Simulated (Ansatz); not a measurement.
Consider BN (space group P6_422, No. 181; a = 2.595 Å, c = 5.797 Å; a hypothetical phase, not in the database extracts checked).

The values are results of PBEsol/PAW in Ansatz (a quantum-chemistry and plane-wave program), no SOC, not measurements.

Base values:

Gap character: indirect, Γ → M

It is then changed as follows: hole doping at 3.0×10^21 cm⁻³ (0.101 per cell), with a uniform compensating background at fixed cell and a 300 K Fermi–Dirac width.

Problem. Predict the new gap character and Fermi level from band edge.

Solution. The gap character is still indirect, Γ → M; the Fermi level relative to the doped band's edge (positive inside the band; to 0.05 eV) amounts to +0.65 eV.

Carriers are added with a uniform compensating background; total energy and stress of such cells depend on the potential's zero and are not compared; many-body gap narrowing is missing at this level. No phonon test of stability was made. The base started in P3_121 and relaxed to P6_422 at this level.
